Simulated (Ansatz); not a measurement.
## Fe2B (I4/mcm, No. 140)

Computed with r²SCAN-D4 (plane waves, PAW; Ansatz, an electronic-structure program).

Run with plane-wave cutoff 500 eV, 12×12×12 k mesh, Fermi–Dirac smearing 0.05 eV, spin-polarised start, scalar-relativistic PAW data made under PBE.

Cell (relaxed at this level):

Space group I4/mcm (No. 140); a = b = 5.0737 Å, c = 4.2231 Å, α = β = γ = 90.00°

| atom | site | symmetry | x | y | z |
|---|---|---|---|---|---|
| Fe | 8h | m.2m | 0.3327 | 0.1673 | 0.0000 |
| B | 4a | 422 | 0.0000 | 0.0000 | 0.2500 |
(The calculation used a cell of 6 atoms; values per cell refer to that cell.)

```json
{
  "band_gap": "zero (no gap)"
}
```

Note: the magnetic order was assumed, not searched for or taken from measurement; a magnet's gap depends somewhat on the PAW data.

The computed numbers hold no vibrational or temperature effects.
